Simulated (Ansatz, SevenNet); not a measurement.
# Lattice parameter a of hexagonal WC: levels of theory against measurement

Reference value: 2.906 Å (measured, 300 K, not corrected to a static lattice; as tabulated in Wikipedia's data pages).

| level (code) | value (Å) |
|---|---|
| SevenNet-0 | 2.928 |
| LDA (Ansatz) | 2.884 |
| PBE (Ansatz) | (withheld) |
| r²SCAN+rVV10 (Ansatz) | 2.907 |
| Hartree–Fock (Ansatz) | 2.915 |

What belongs in the gaps?


- PBE (Ansatz, a quantum-chemistry and plane-wave program), value (Å): 2.922

Differences against the reference: SevenNet-0 +0.76 %, LDA -0.76 %, PBE +0.55 %, r²SCAN+rVV10 +0.03 %, Hartree–Fock +0.31 %.

The reference is not for a static lattice or low temperature, so close values are not ranked against it.

The measured value isn't corrected to a static lattice, so vibrations enter the comparison.  Density-functional levels without +SOC have no spin–orbit coupling. Hartree–Fock: the run has no spin polarisation, so it can have missed a magnetic state. Cutoffs and k meshes differ between the levels. Ansatz's density-functional and Hartree–Fock values are scalar-relativistic unless marked +SOC, with PAW data made under PBE.

Machine-learned potentials (SevenNet-0) are trained on DFT data: a solid inside that data is no test of them.

Differences are worked out from the printed values.
